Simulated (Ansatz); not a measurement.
The parent structure is WS2 in the 2H-MoS2 type structure (space group P6_3/mmc, No. 194; layered, stacked along the Cartesian z axis).

Space group P6₃/mmc (No. 194); a = b = 3.115 Å, c = 11.773 Å, α = β = 90.00°, γ = 120.00°

| atom | site | symmetry | x | y | z |
|---|---|---|---|---|---|
| W | 2c | -6m2 | 0.3333 | 0.6667 | 0.2500 |
| S | 4f | 3m. | 0.6667 | 0.3333 | 0.1165 |

Levels (all Ansatz, an electronic-structure program, PAW): PBEsol-D3(BJ) (420 eV, no spin-orbit coupling); HSE06 (420 eV, no spin-orbit coupling).

Its gap is 0.65 eV with PBEsol-D3(BJ) and 1.19 eV with HSE06.

One thing is altered: a negative pressure, −1 GPa.

With PBEsol-D3(BJ) the gap becomes 0.72 eV.

Q: If the HSE06 correction stayed the same, what would the HSE06 gap be, and what does the HSE06 run give?

A: A rigid correction of +0.54 eV gives 1.26 eV. The HSE06 run gives 1.27 eV, so the two effects roughly add.

Single points use the geometry relaxed with PBEsol-D3(BJ). HSE06 gaps are upper bounds (no full band path). With W present, leaving out spin-orbit coupling can change the band edges. Load acts through the strain it causes; cell and atoms are relaxed under it. No phonon test of stability was made.
